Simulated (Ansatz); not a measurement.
Start from GaS in the beta-GaS type structure (space group P6_3/mmc, No. 194; a = 3.534 Å, c = 15.039 Å; layered, stacked along the Cartesian z axis).

Level of theory: Kohn–Sham DFT with the PBEsol-D3(BJ) functional, run in Ansatz (a quantum-chemistry and plane-wave program) with PAW and 420 eV plane waves, spin-orbit coupling left out.

Before the change:

The valence-band top at Γ is 0.00, -1.45, -1.45 eV. The smallest direct gap comes out as 1.73 eV and the valley order is M (1/2, 0, 0) 1.29 eV; K (1/3, 1/3, 0) 1.35 eV; Γ 1.73 eV.

It is then changed as follows: the cell is scaled by 0.9490 in all directions; the atoms relax in the strained cell.

**Question.** How does this affect the energy relative to the base, valence-band top at Γ, smallest direct gap and valley order?

**Answer.** The energy increases by 87 meV/atom; the valence-band top at Γ (three highest levels, from the VBM) goes from 0.00, -1.45, -1.45 eV to 0.00, -1.14, -1.14 eV; the smallest direct gap increases by 0.834 eV (1.73 eV → 2.57 eV); the valley order (the lowest conduction-band minima on the path, energy above the VBM, named in the base's zone) goes from M (1/2, 0, 0) 1.29 eV; K (1/3, 1/3, 0) 1.35 eV; Γ 1.73 eV to K (1/3, 1/3, 0) 0.52 eV; M (1/2, 0, 0) 0.95 eV; Γ 2.57 eV.

Whether these cells are dynamically stable was not tested.
